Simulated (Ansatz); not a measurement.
```
Cu25C15Si18
1.0
    4.37981     0.00018     0.04508
    2.18996     6.57004    -0.02667
    1.34019     0.91215    23.32580
C Si Cu
15 18 25
Direct
  0.72813   0.15487   0.09005
  0.05801   0.48632   0.08766
  0.38714   0.81732   0.08984
  0.66837   0.13169   0.27684
  0.00011   0.46453   0.27699
  0.33318   0.79881   0.27667
  0.19745   0.14387   0.18270
  0.52881   0.47558   0.18337
  0.86117   0.80727   0.18276
  0.61674   0.10852   0.46363
  0.93722   0.44621   0.46379
  0.27660   0.77724   0.46601
  0.14179   0.11947   0.37099
  0.46857   0.45614   0.37091
  0.80548   0.78773   0.37028
  0.04331   0.98062   0.13691
  0.37915   0.31737   0.13561
  0.70782   0.64458   0.13559
  0.57079   0.99188   0.04436
  0.95485   0.29901   0.04108
  0.18933   0.68446   0.04098
  0.98708   0.95975   0.32375
  0.31980   0.29286   0.32388
  0.65184   0.62654   0.32366
  0.51505   0.97049   0.22979
  0.84886   0.30358   0.22992
  0.18053   0.63680   0.23001
  0.95344   0.96544   0.51260
  0.26170   0.27045   0.50921
  0.57088   0.57851   0.51263
  0.46337   0.94589   0.41805
  0.79098   0.28276   0.41671
  0.11856   0.61884   0.41812
  0.83054   0.56429   0.59927
  0.24245   0.75671   0.60026
  0.65455   0.94674   0.59930
  0.04985   0.14833   0.59278
  0.43336   0.36721   0.59257
  0.35729   0.14781   0.68430
  0.75442   0.34311   0.68478
  0.15162   0.54480   0.68799
  0.55211   0.74872   0.68995
  0.95896   0.94938   0.68805
  0.87019   0.73843   0.77675
  0.27095   0.93860   0.77770
  0.67034   0.13478   0.77692
  0.06917   0.33109   0.77625
  0.47010   0.53249   0.77637
  0.38883   0.31978   0.86577
  0.78737   0.52387   0.86354
  0.18138   0.72455   0.86526
  0.58262   0.92310   0.86936
  0.98700   0.11867   0.86914
  0.89972   0.89650   0.96088
  0.29570   0.11547   0.96119
  0.69983   0.31763   0.95449
  0.09817   0.50817   0.95337
  0.49585   0.69948   0.95431
```

The first 33 atoms are the substrate (SiC-3C), the rest the film (Cu).

Level of theory: PBE (plane waves to 420 eV, PAW; Ansatz, a quantum-chemistry and plane-wave program). Spin–orbit coupling is left out; the runs are not spin-polarised; PBE gaps are too small against experiment. Its k-point mesh 6×4×1, Fermi–Dirac width 0.05 eV.

### Question
Describe the bonding at the interfaces and give the barriers.

### Answer
A periodic stack without vacuum, fcc Cu (1 1 1) on 3C silicon carbide (0 0 1) (film strained to the substrate, faces as cut): substrate slab C15Si18, film Cu25, surface cells [[0, -1], [3, 1]] and [[1, -2], [3, -1]], film strained by -1.5 and +2.4 %, faces Si/Si and Cu/Cu as cut (like faces can put a slab off its formula).
| Quantity | Result |
|---|---|
| interface area | 28.8 Å² |
| period | 23.32 Å |
| gaps between the outermost planes at the two interfaces | 1.86 and 1.86 Å |
| Cu–Si contacts across the interfaces within 1.22 times the sum of covalent radii | 16, mean 2.44 Å |
| hole barrier (PBE) | 1.12 eV |
| electron barrier (PBE) | 0.25 eV |
